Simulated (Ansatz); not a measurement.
System: interstitial H in ferroelectric LiNbO3 (charge state +1). These are PBE, PAW (plane waves to 420 eV; Ansatz, an electronic-structure program) values and carry that method's errors.

Settings: 120 host sites, the relaxed PBE lattice, the Γ point alone, smearing 0.01 eV, spin-restricted, no image-charge correction. Static, classical nuclei. The charge state is imposed; whether it is stable for some Fermi level was not computed. Sites that were not tried may lie lower.

Barriers: single points on a 2×2×2 k-point mesh shifted by half a step along c at the bands' geometries.

The step: H moves alone to another site; the atom moves 2.17 Å along (0.20, -0.07, -0.13) of the unit cell; the moving atom starts with neighbours Li at 2.07; O at 0.99, O at 1.81 Å and ends with Li at 1.99; O at 1.00, O at 1.72 Å.

Question: What is the computed migration barrier of this step (PBE, PAW)?

Answer: 0.47 eV forward and 0.35 eV backward. At the saddle the moving atom has neighbours Li at 1.86; O at 0.97 Å. The check of the saddle point's order was inconclusive.
